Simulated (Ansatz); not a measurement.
The parent structure is BaS in the rock salt structure (space group Fm-3m, No. 225; a = 6.3315 Å). Axes: x, y, z lie along the cube axes.

All numbers come from PBEsol, PAW, 420 eV (Ansatz, a first-principles code; spin-orbit coupling left out).

Before the change:

| Item | Value |
|---|---|
| Valence-band top at Γ | 0.00, 0.00, 0.00 eV |
| Band gap | 2.04 eV |

Perturbation: tensor shear ε_xy = +0.57 % (engineering shear γ = 0.0114); the atoms relax in the strained cell.

### Question
What happens to the stress, valence-band top at Γ and band gap?

### Answer
The stress (xx, yy, zz, yz, xz, xy; compression positive) amounts to (0.01, 0.01, 0.00, 0.00, 0.00, -0.21) GPa; the valence-band top at Γ (three highest levels, from the VBM) goes from 0.00, 0.00, 0.00 eV to 0.00, -0.01, -0.03 eV; the band gap drops by 0.014 eV (2.04 eV → 2.02 eV).

Whether these cells are dynamically stable was not tested.
